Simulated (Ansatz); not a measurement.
By PBEsol, the system below comes out a metal.

The ballistic (Sharvin) conductance counts the channels at the Fermi level: G/A = (e²/h) × channels of both spins per area.

Data:

```xyz
2
Lattice="3.2113 0.0000 0.0000 0.0000 4.5415 0.0000 1.6057 2.2708 1.6057" Properties=species:S:1:pos:R:3 pbc="T T T"
Nb     0.0000     2.2708     0.0000
N      0.0000     0.0000     0.0000
```

Space group of this cell: Fm-3m, rock salt. The cell is strained (all lengths scaled by 1.02); by PBEsol its mean pressure is -28.5 GPa.

The current flows along the normal of the first two printed cell vectors, the (110) plane of the conventional cell. No spin-orbit coupling; the value is a mean over 0.1 eV about the Fermi level.

Q: Estimate the ballistic conductance per area that PBEsol (Ansatz, a quantum-chemistry and plane-wave program) returns for this system.

A: 1.5 × 10¹⁵ S/m² for both spins.
